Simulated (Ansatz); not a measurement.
## Functionals side by side, with their cost (level): RbGaS₂O₈ (P321, 12 atoms in the cell)

Cell: a = 4.8820 Å, b = 4.8820 Å, c = 8.6294 Å, α = 90.00°, β = 90.00°, γ = 120.00°.

Program: Ansatz (a quantum-chemistry and plane-wave program), default PAW files made with PBE; each row names its functional.

Base settings: basis.ecutwfc = 30.9 Ry; kpoints.mp_grid.grid = 4 4 2; hamiltonian.xc = hse06; hamiltonian.pseudopotentials = {kind: paw} (the program's default PAW files); scf.occupations.method = fixed.

Differences are taken from HSE06, a reference of convenience: it is no measurement, and no ranking of the functionals follows.

Core times come from one kind of shared machine and are given to one figure; runs under 30 s give none.

The starting cell comes from a database of computed structures (which also holds hypothetical and non-ambient phases and stackings), without a prior relaxation at this level. Its lattice was rescaled by a random factor within 2.5 % of one. In the base run, with a pressure of about -4 GPa the cell is away from its equilibrium volume at this level. Ansatz's pressure includes its estimate of the finite-basis (Pulay) stress.

| level | gap on the mesh less reference (eV) | pressure less reference (GPa) | largest difference in the force on any atom (eV/Å) | core time / reference (rough) |
|---|---|---|---|---|
| PBEsol | -1.974 | 2.63 | 0.959 | – |
| PBE0 | 0.763 | -0.11 | 0.016 | 1 |
| HSE06 | 0.000 | 0.00 | 0.000 | 1 |

PBEsol ran in under 30 s, against roughly 200 s for HSE06.

Keys are those of Ansatz 0.2.
